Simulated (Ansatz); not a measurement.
The reference is PtTe2 (space group P-3m1, No. 164; a = 4.0526 Å, c = 5.0969 Å; layered; relaxed with 0.1 eV smearing).

Calculations: PBE-D3(BJ)/PAW in Ansatz (a first-principles code), scalar-relativistic without spin-orbit coupling.

For the base:

```
Property    Value
--------  -------
Pressure  0.0 GPa
Band gap     zero
```

The change: the cell is scaled by 0.9750 in all directions; the atoms relax in the strained cell.

Question: Estimate the effect on the pressure.

Answer: The pressure (mean of the normal stresses, compression positive) goes from zero to 7.3 GPa.

Question: What happens to the largest internal atomic displacement?

Answer: The largest internal atomic displacement is 0.052 Å.

Question: Predict the new energy relative to the base.

Answer: The energy goes up by 37 meV/atom.

Question: What does the calculation give for the band gap after the change?

Answer: The band gap is still zero.

Stability against distortions was not tested. The final runs are not spin-polarised.
